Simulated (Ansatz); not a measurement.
GaN under load (space group P6_3mc), Ansatz (a program for electronic structure) with r2SCAN with spin-orbit coupling, rigid bands. Condition of this run: hydrostatic pressure of -4 GPa (compression positive) (the target of the relaxation). Band gap 2.19 eV, N_c = 1.96e18 cm⁻³ and N_v = 8.70e19 cm⁻³ at 300 K, conductivity masses along y (a = (3.21, 0.00, 0.00) Å; b = (-1.60, 2.78, 0.00) Å; c = (0.00, 0.00, 5.22) Å) of 0.190 mₑ (electrons) and 1.46 mₑ (holes). Take k_BT = 0.02585 eV.

Q: A film of it is 3 nm thick, with its normal along the direction named. Estimate the confinement energies in an infinite well.

A: ħ²π²/(2m t²) = 0.376 eV·nm²/(m/mₑ × t²) gives 220 meV for electrons and 28.6 meV for holes, so the gap would widen to about 2.44 eV. Finite barriers and nonparabolic bands lower this, and with several valleys or bands the heaviest mass along the normal sets the lowest level, not this average.

Q: Find the intrinsic carrier density and the intrinsic Fermi level.

A: n_i = √(N_c N_v) exp(−E_g/2k_BT) = 1.31e19 × exp(−42.36) = 5.3e0 cm⁻³. The level lies (k_BT/2) ln(N_v/N_c) = 49 meV from mid-gap (positive towards the conduction band). Each 0.1 eV added to the gap lowers n_i by a factor of 6.9.

Q: What thermal injection velocity √(2k_BT/πm) limits a ballistic channel along the direction named?

A: 1.23e7 cm/s for electrons and 4.45e6 cm/s for holes, a ratio of √(m_h/m_e) = 2.77, for dilute carriers.

Rigid bands with the computed gap; masses take one relaxation time for all states. Geometry: cell and atoms relaxed with PBEsol.
